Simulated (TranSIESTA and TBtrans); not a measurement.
System: Sn chain with one Pd atom in place of Sn. Leads: straight Sn chain, spacing 2.915 Å. Geometry: 3 atoms about the centre moved by SIESTA (PBE, DZP) to a largest force of 0.01 eV/Å, all others as built, motion along the axis alone. Transport runs along z; the first 4 and the last 4 of the 15 atoms are the lead cells, repeated to infinity.

```xyz
15
Lattice="9.000 0.000 0.000 0.000 9.000 0.000 0.000 0.000 43.310" Properties=species:S:1:pos:R:3 pbc="F F T"
Sn     4.500     4.500     0.000
Sn     4.500     4.500     2.915
Sn     4.500     4.500     5.830
Sn     4.500     4.500     8.745
Sn     4.500     4.500    11.660
Sn     4.500     4.500    14.575
Sn     4.500     4.500    17.515
Pd     4.500     4.500    20.193
Sn     4.500     4.500    22.881
Sn     4.500     4.500    25.820
Sn     4.500     4.500    28.735
Sn     4.500     4.500    31.650
Sn     4.500     4.500    34.565
Sn     4.500     4.500    37.480
Sn     4.500     4.500    40.395
```
Starting moments (μB): atom 8 +0.7.

Run with TranSIESTA and TBtrans (open boundaries, self-consistent; PseudoDojo norm-conserving potentials, scalar-relativistic): Spin polarized, PAO.BasisSize DZP, PAO.EnergyShift 0.15 eV, XC.Authors PBE, Mesh.Cutoff 200 Ry, ElectronicTemperature 300 K, TS.Voltage 0.0 eV, TBT.Elecs.Eta 0.001 eV.

Energies count from the leads' Fermi level. Transmissions are for each spin. The energy step is 0.01 eV; narrower resonances are cut or missed.

```
E (eV)  T up  T down
------  ----  ------
-0.20   1.26    1.17
-0.15   1.39    1.31
-0.10   1.50    1.43
-0.05   1.58    1.53
0.00    1.64    1.60
0.05    1.67    1.66
0.10    1.70    1.69
0.15    1.70    1.71
0.20    1.70    1.71
```

### Question
Give the zero-bias conductance in μS and the resistance at 300 K.

### Answer
At the Fermi level the mean of both spins is (1.64 + 1.60)/2 = 1.62. Averaged with −∂f/∂E over the full grid (kT = 25.9 meV) it is 1.61. With G0 = 2e²/h = 77.48 μS, G = 125 μS and R = 1/G = 8.00 kΩ.

### Question
Estimate the thermopower by Mott's formula S = −(π²/3)(kB²T/e) d ln T/dE from the rows at -0.05 and 0.05 eV.

### Answer
d ln T/dE = 0.683 eV⁻¹ and (π²/3) kB²T/e = 7.33 μV/K · eV, so S = -5.0 μV/K; the full integral gives -5.2 μV/K. A negative sign means that T rises with energy over the thermal window.

### Question
The eigenchannels at the Fermi level (both spins) transmit 0.655, 0.655, 0.326, 0.640, 0.640, 0.322. What Fano factor of the shot noise follows at low temperature and bias?

### Answer
F = Σ τ(1 − τ)/Σ τ = 1.35/3.24 = 0.42.

Moments were seeded on the central atoms alone, and one start was tried. The straight chain is held at its spacing; free chains may zigzag or dimerise.
